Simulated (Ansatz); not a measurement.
Results of r²SCAN+rVV10 (plane waves, PAW; Ansatz, a quantum-chemistry and plane-wave program) for ZrSeS (P3m1, No. 156, 3 atoms in the cell; start mp-1215215).

Input:

Ansatz 0.2 input:
```yaml
crystal:
  lattice:
    - [3.7306630847, 0.0, 0.0]
    - [-1.8653315424, 3.2308490043, 0.0]
    - [0.0, 0.0, 6.0295591278]
  atoms:
    - { symbol: Zr, position: [0.0, 0.0, 0.0127674514] }
    - { symbol: Se, position: [0.6666666667, 0.3333333333, 0.7441842287] }
    - { symbol: S, position: [0.3333333333, 0.6666666667, 0.2430483198] }
basis:
  ecutwfc: 560
  ecutrho_ratio: 4
  xc_grid: 3
kpoints:
  mp_grid: { grid: [12, 12, 6] }
  band_path:
    path:
      - [0.0, 0.0, 0.0]
      - [0.055556, 0.0, 0.0]
      - [0.111111, 0.0, 0.0]
      - [0.166667, 0.0, 0.0]
      - [0.222222, 0.0, 0.0]
      - [0.277778, 0.0, 0.0]
      - [0.333333, 0.0, 0.0]
      - [0.388889, 0.0, 0.0]
      - [0.444444, 0.0, 0.0]
      - [0.5, 0.0, 0.0]
      - [0.466667, 0.066667, 0.0]
      - [0.433333, 0.133333, 0.0]
      - [0.4, 0.2, 0.0]
      - [0.366667, 0.266667, 0.0]
      - [0.333333, 0.333333, 0.0]
      - [0.30303, 0.30303, 0.0]
      - [0.272727, 0.272727, 0.0]
      - [0.242424, 0.242424, 0.0]
      - [0.212121, 0.212121, 0.0]
      - [0.181818, 0.181818, 0.0]
      - [0.151515, 0.151515, 0.0]
      - [0.121212, 0.121212, 0.0]
      - [0.090909, 0.090909, 0.0]
      - [0.060606, 0.060606, 0.0]
      - [0.030303, 0.030303, 0.0]
      - [0.0, 0.0, 0.125]
      - [0.0, 0.0, 0.25]
      - [0.0, 0.0, 0.375]
      - [0.0, 0.0, 0.5]
      - [0.055556, 0.0, 0.5]
      - [0.111111, 0.0, 0.5]
      - [0.166667, 0.0, 0.5]
      - [0.222222, 0.0, 0.5]
      - [0.277778, 0.0, 0.5]
      - [0.333333, 0.0, 0.5]
      - [0.388889, 0.0, 0.5]
      - [0.444444, 0.0, 0.5]
      - [0.5, 0.0, 0.5]
      - [0.466667, 0.066667, 0.5]
      - [0.433333, 0.133333, 0.5]
      - [0.4, 0.2, 0.5]
      - [0.366667, 0.266667, 0.5]
      - [0.333333, 0.333333, 0.5]
      - [0.30303, 0.30303, 0.5]
      - [0.272727, 0.272727, 0.5]
      - [0.242424, 0.242424, 0.5]
      - [0.212121, 0.212121, 0.5]
      - [0.181818, 0.181818, 0.5]
      - [0.151515, 0.151515, 0.5]
      - [0.121212, 0.121212, 0.5]
      - [0.090909, 0.090909, 0.5]
      - [0.060606, 0.060606, 0.5]
      - [0.030303, 0.030303, 0.5]
      - [0.5, 0.0, 0.375]
      - [0.5, 0.0, 0.25]
      - [0.5, 0.0, 0.125]
      - [0.333333, 0.333333, 0.375]
      - [0.333333, 0.333333, 0.25]
      - [0.333333, 0.333333, 0.125]
    npoints: 1
hamiltonian:
  xc: r2scan
  dispersion: rvv10
  pseudopotentials: { kind: paw }
scf:
  occupations: { method: fermi_dirac, width: 0.01 }
  convergence: { dr2_threshold: 0.0000000003 }
output:
  forces: true
  stress: true
  eigenvalues: true
  write_bands: true
```

The run printed, among other lines:

```
Crystal: 3 atoms, lattice volume = 72.676 Å³
Basis set: ecut = 560 eV, 2189 PW (Γ), exchange–correlation on 90×90×144 points (27 copies of the dense FFT grid, shifted against one another)
Bands: 21, of which v1, the nominal top of the filled ones, is band 17 counted from 1 (16 counted from 0)
Symmetry: 6 space group operations
Space group: P3m1 (ITA 156), of the structure as read, at distance tolerance 4.2e-5 Å
k-points: 100 of 864 (time reversal used)
Functional: x = r2scan, c = r2scan + rvv10(b = 11.95, C = 0.0093); τ floored in thin density (d = 2e-4 eV/Å³)
SCF iter   1: F=—  HF=-10580.693905 eV  |F-HF|=—  |Δ(HF+E_count)|=         —  Δρ=8.84e-3  dr2=1.57e-1  dr2_τ=2.59e-2
SCF iter   2: F=—  HF=-10580.697459 eV  |F-HF|=—  |Δ(HF+E_count)|=   3.55e-3  Δρ=3.43e-3  dr2=1.10e-2  dr2_τ=2.53e-3
  ...
SCF iter   8: F=—  HF=-10580.697437 eV  |F-HF|=—  |Δ(HF+E_count)|=   1.56e-8  Δρ=1.29e-6  dr2=2.12e-9  dr2_τ=1.39e-10
SCF iter   9: F=-10580.697437 eV  HF=-10580.697437 eV  |F-HF|=2.73e-11  |Δ(HF+E_count)|=  3.15e-10  Δρ=3.17e-7  dr2=1.04e-10  dr2_τ=3.71e-12
SCF 1 converged in 9 iterations: F = -10580.697437 eV  dr2 = 1.04e-10
SCF converged after 9 iterations
Free energy (F): -10580.697437 eV
Internal energy: -10580.697437 eV  (E = F + TS)
E sigma→0 (E₀):  -10580.697437 eV
Fermi energy:    8.217140 eV
--- Forces (eV/Å), atoms counted from 1 ---
  atom   1  Zr     0.00000000    -0.00000000    -0.00069407
  atom   2  Se    -0.00000000     0.00000000     0.00082639
  atom   3  S      0.00000000    -0.00000000    -0.00016856
--- Stress (GPa, compression-positive) ---
        0.003775       0.000000      -0.000000
        0.000000       0.003775       0.000000
       -0.000000       0.000000      -0.006101
  P = ⅓ Tr σ = 0.0005 GPa (0.005 kbar)
```

The PAW data were made under PBE.

It cost around 50 core-seconds (rough) of CPU time.

A start named mp-… is a Materials Project structure, which need not be a measured phase.
